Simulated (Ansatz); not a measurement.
The reference is HfN in the rock salt structure (space group Fm-3m, No. 225; a = 4.468 Å; relaxed with 0.1 eV smearing). Axes: x, y, z lie along the cube axes.

Calculations: LDA (Ansatz, a first-principles code; PAW; 420 eV plane waves; no spin-orbit coupling).

It is then changed as follows: every lattice vector is shortened by 2.50 %; the atoms relax in the strained cell.

Task: Predict the stress tensor and what it implies for the stiffness.

Result: Stress of the strained cell less that of the base (GPa, compression positive):
```
   26.9     0.0     0.0
    0.0    26.9     0.0
    0.0     0.0    26.9
```

Then B = −ΔP/(ΔV/V₀) with ΔV/V₀ = -0.0731 gives secant stiffness values (nonlinear terms included at this strain): B ≈ 368 GPa.

As a check, the harmonic strain energy −½ V₀ Δσ:ε is 70 meV/atom; the computed energy rise is 64 meV/atom.

No phonon test of stability was made. All final runs are without spin polarisation.
